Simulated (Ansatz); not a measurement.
ZnSe2 (Pa-3, No. 205, 12 atoms in the cell; start mp-1102515) was calculated with r²SCAN in Ansatz (plane waves, PAW).

Settings: plane-wave cutoff 560 eV, 6×6×6 k mesh, Fermi–Dirac smearing 0.01 eV, scalar-relativistic PAW data made under PBE.

Cell (relaxed with PBEsol):

ZnSe2 is taken in the cubic space group Pa-3 (No. 205), Pearson symbol cP12. Conventional cell: a = b = c = 6.2388 Å, α = β = γ = 90.00°. Zn on 4a sees 6 Se at 2.620 Å (octahedral). Se on 8c sees 1 Se at 2.377 Å and 3 Zn at 2.620 Å (tetrahedral). (Neighbours: up to the widest gap in distance over summed covalent radii, below 1.35, at either atom; cation-cation and far metal-metal contacts left out.)

Q: Predict the band gap and smallest direct gap on the k points sampled.

A: 
* **band gap**: 1.13 eV
* **smallest direct gap on the k points sampled**: 1.14 eV

Note: cell and atoms aren't relaxed at this level (largest force component 0.12 eV/Å, pressure 2.1 GPa).

Spin–orbit coupling is not included.

The computed numbers hold no vibrational or temperature effects.

Cost on a shared machine: around 90 core-seconds (rough).

A start named mp-… is a Materials Project structure, which need not be a measured phase.

Ansatz is a program for electronic structure.
